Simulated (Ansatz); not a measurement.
Ansatz (a first-principles code) run on ZrP₂ (P1, 12 atoms in the cell): self-consistent single point.

Computed with LDA (PW92), default PAW files made with PBE (plane waves; Ansatz).

The change in words: lattice scaled by 1.015; basis.ecutwfc: 420 eV → 250 eV. Reference geometry:
```
CELL_PARAMETERS angstrom
      6.50500     0.00000     0.00000
      0.00000     3.51690     0.00000
      0.00000     0.00000     8.75700
ATOMIC_POSITIONS crystal
  Zr 0.29230 0.26080 0.16366
  Zr 0.21853 0.74698 0.66773
  Zr 0.78579 0.24032 0.33879
  Zr 0.72221 0.76080 0.83453
  P  0.90246 0.24453 0.65164
  P  0.58048 0.73850 0.13881
  P  0.40217 0.24427 0.85411
  P  0.09648 0.74667 0.35781
  P  0.90241 0.25791 0.04543
  P  0.60600 0.75523 0.52761
  P  0.38893 0.24546 0.45898
  P  0.10225 0.75853 0.96088
```

Reference input (self-consistent single point, DFT, LDA (PW92), plane waves, default PAW files made with PBE): basis.ecutwfc = 420 eV; kpoints.mp_grid.grid = 4 6 3; hamiltonian.xc = lda; hamiltonian.pseudopotentials = {kind: paw} (the program's default PAW files); scf.occupations.method = cold; scf.occupations.width = 0.05 eV. This run's input differs from it in these lines:

Ansatz 0.2 input:
```diff
@@ -2,20 +2,20 @@
   lattice:
-    - [6.505000, 0.000000, 0.000000]
-    - [0.000000, 3.516900, 0.000000]
-    - [0.000000, 0.000000, 8.757000]
+    - [6.602575, 0.000000, 0.000000]
+    - [0.000000, 3.569654, 0.000000]
+    - [0.000000, 0.000000, 8.888355]
   atoms:
-    - { symbol: Zr, position_ang: [1.901392, 0.917218, 1.433162] }
-    - { symbol: Zr, position_ang: [1.421531, 2.627065, 5.847355] }
-    - { symbol: Zr, position_ang: [5.111551, 0.845192, 2.966802] }
-    - { symbol: Zr, position_ang: [4.697963, 2.675661, 7.307988] }
-    - { symbol: P, position_ang: [5.870502, 0.859981, 5.706429] }
-    - { symbol: P, position_ang: [3.775996, 2.597217, 1.215594] }
-    - { symbol: P, position_ang: [2.616096, 0.859073, 7.479476] }
-    - { symbol: P, position_ang: [0.627570, 2.625960, 3.133368] }
-    - { symbol: P, position_ang: [5.870210, 0.907030, 0.397795] }
-    - { symbol: P, position_ang: [3.942043, 2.656054, 4.620298] }
-    - { symbol: P, position_ang: [2.530009, 0.863276, 4.019279] }
-    - { symbol: P, position_ang: [0.665130, 2.667674, 8.414452] }
+    - { symbol: Zr, position_ang: [1.929913, 0.930976, 1.454659] }
+    - { symbol: Zr, position_ang: [1.442854, 2.666471, 5.935066] }
+    - { symbol: Zr, position_ang: [5.188224, 0.857870, 3.011304] }
+    - { symbol: Zr, position_ang: [4.768432, 2.715796, 7.417608] }
+    - { symbol: P, position_ang: [5.958560, 0.872880, 5.792025] }
+    - { symbol: P, position_ang: [3.832636, 2.636175, 1.233828] }
+    - { symbol: P, position_ang: [2.655338, 0.871959, 7.591668] }
+    - { symbol: P, position_ang: [0.636983, 2.665350, 3.180369] }
+    - { symbol: P, position_ang: [5.958263, 0.920635, 0.403762] }
+    - { symbol: P, position_ang: [4.001174, 2.695896, 4.689603] }
+    - { symbol: P, position_ang: [2.567959, 0.876225, 4.079568] }
+    - { symbol: P, position_ang: [0.675107, 2.707690, 8.540669] }
 basis:
-  ecutwfc: 420.0 eV
+  ecutwfc: 250.0 eV
 kpoints:
```

Output (repeated stretches shortened):

```
SCF iter   1: F=—  HF=-22127.701147 eV  |F-HF|=—  |Δ(HF+E_count)|=         —  Δρ=7.12e-3  dr2=5.87e-2  ethr=1.77e-3  ⟨swp⟩=7.6  Hψ=9719  notcnv=0  defer=7
all-band conjugate gradients solve this SCF's bands
preconditioner: auto → Resta (q_TF=auto, 2.361 Å⁻¹)
SCF iter   2: F=—  HF=-22127.695876 eV  |F-HF|=—  |Δ(HF+E_count)|=   5.27e-3  S|Δr|=    0.00e0  Δρ=3.66e-3  dr2=1.17e-2  ethr=6.67e-5  ⟨swp⟩=1.8  Hψ=2599  notcnv=0  defer=46
   [... lines left out ...]
SCF iter   5: F=—  HF=-22127.696112 eV  |F-HF|=—  |Δ(HF+E_count)|=   7.78e-6  S|Δr|=    0.00e0  Δρ=2.92e-5  dr2=3.68e-6  ethr=6.66e-8  ⟨swp⟩=2.0  Hψ=2683  notcnv=0  defer=46
SCF iter   6: F=—  HF=-22127.696112 eV  |F-HF|=—  |Δ(HF+E_count)|=   6.39e-7  S|Δr|=    0.00e0  Δρ=8.92e-6  dr2=5.77e-7  ethr=4.18e-9  ⟨swp⟩=2.0  Hψ=2596  notcnv=0  defer=46
SCF iter   7: F=-22127.696112 eV  HF=-22127.696112 eV  |F-HF|=2.20e-8  |Δ(HF+E_count)|=   8.13e-8  S|Δr|=    0.00e0  Δρ=2.64e-6  dr2=3.19e-8  ethr=1.14e-10  ⟨swp⟩=11.5  Hψ=8778  notcnv=0
SCF 1 converged in 7 iterations: F = -22127.696112 eV  dr2 = 3.19e-8
Stability not checked (fill_not_monotonic)
Free energy (F): -22127.696112 eV
Internal energy: -22127.696561 eV  (E = F + TS)
E sigma→0 (E₀):  -22127.696261 eV
Entropy (-TS):   0.000449 eV (0.037 meV/atom)
Fermi energy:    12.028925 eV
--- Forces (eV/Å), atoms counted from 1 ---
  atom   1  Zr    -1.19611276    -0.48634067    -0.20347192
  atom   2  Zr     0.11206901    -0.07590254    -0.49709865
  atom   3  Zr    -0.38180447     0.23766099    -0.31730690
  atom   4  Zr    -0.38619907    -0.43527359     0.26449423
   [... lines left out ...]
  atom  12  P      0.37218725    -0.01019051     0.31070994
--- Stress (GPa, compression-positive) ---
       -9.067658       0.460980      -0.393283
        0.460980      -9.236786      -0.323454
       -0.393283      -0.323455     -10.124401
  P = ⅓ Tr σ = -9.4763 GPa (-94.763 kbar)
  The stress holds the Pulay correction. Without it, at fixed plane waves, as pw.x and ABINIT print it: P = -18.9719 GPa
```

The run converged in 7 iterations. Against the reference run the free energy rises by 233 meV/atom, the pressure goes from -4.83 to -9.48 GPa and the largest force goes from 1.488 to 1.307 eV/Å.

The starting cell comes from a database of published, mostly measured structures (it also holds non-ambient and calculated ones), without a prior relaxation at this level. Its atoms were displaced at random from the sites of space group no. 62. For this run, on top of that: lattice scaled by 1.015. Forces in this geometry exceed 1 eV/Å. Ansatz's pressure includes its estimate of the finite-basis (Pulay) stress. Without the estimate this run gives -18.97 GPa. The cutoff lies below the one recommended for these files.
